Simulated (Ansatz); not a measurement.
Consider Cu-vacancy pair (Cu on one host Mo site, one Mo site vacant) in bcc Mo, neutral cell. Computed with PBE, PAW (plane waves to 420 eV; Ansatz, a program for electronic structure).

36-site cell at the relaxed PBE lattice, a 2×2×3 k-point mesh shifted by half a step, smearing 0.10 eV, spin-restricted, no finite-size correction. Energies are static. Forms of the defect that were not tried may lie lower.

Barriers: single points on a 3×3×5 k-point mesh shifted by half a step at the bands' geometries (they differ from the bands' own by up to 0.05 eV, and are uncertain by about as much).

Relaxed starting cell (atoms counted from 1):

```xyz
35
Lattice="9.4825 0.0000 0.0000 0.0000 9.4825 0.0000 0.0000 0.0000 6.3216" Properties=species:S:1:pos:R:3 pbc="T T T"
Cu     0.1106     0.1110     0.1371
Mo    -0.0010     0.0001     3.1413
Mo     0.0077     3.0950     0.0234
Mo     0.0026     3.1344     3.1478
Mo    -0.0057     6.3410     0.0044
Mo    -0.0009     6.3142     3.1688
Mo     3.0943     0.0087     0.0233
Mo     3.1332     0.0033     3.1478
Mo     3.1432     3.1441     0.0118
Mo     3.1527     3.1535     3.1483
Mo     3.1509     6.3137     0.0097
Mo     3.1583     6.3138     3.1755
Mo     6.3401    -0.0048     0.0043
Mo     6.3132     0.0000     3.1687
Mo     6.3128     3.1518     0.0098
Mo     6.3130     3.1591     3.1754
Mo     6.3112     6.3123     0.0211
Mo     6.3206     6.3216     3.1691
Mo     1.5851     1.5860     4.6961
Mo     1.5709     4.7010     1.5873
Mo     1.5659     4.7183     4.7476
Mo     1.5878     7.8773     1.5998
Mo     1.5601     7.9096     4.7547
Mo     4.7002     1.5717     1.5874
Mo     4.7174     1.5665     4.7479
Mo     4.7326     4.7334     1.5884
Mo     4.7236     4.7244     4.7504
Mo     4.7308     7.8962     1.5852
Mo     4.7070     7.9082     4.7514
Mo     7.8767     1.5885     1.5998
Mo     7.9087     1.5612     4.7550
Mo     7.8955     4.7315     1.5852
Mo     7.9076     4.7079     4.7513
Mo     7.8990     7.9000     1.5857
Mo     7.8938     7.8947     4.7370
```

End state 1 differs by these moves (Å; atoms that move under 0.08 Å are left out):

```
atom  element     Δx     Δy     Δz
----  -------  -----  -----  -----
1          Cu   1.34   1.34   1.32
2          Mo  -0.02  -0.02   0.08
3          Mo  -0.03   0.07  -0.03
7          Mo   0.07  -0.03  -0.03
19         Mo  -0.02  -0.02   0.08
22         Mo  -0.03   0.07  -0.03
30         Mo   0.07  -0.03  -0.03
```

What forward and backward barriers to end state 1 does PBE, PAW give?

forward 0.39 eV, backward 0.39 eV; at the saddle point atom 1 has neighbours 4 Mo at 2.65, 2 Mo at 2.67, 4 Mo at 3.39, 2 Mo at 3.40 Å. The saddle point's order was not checked, and it lies on a symmetry element of the cell, where a band can be held.
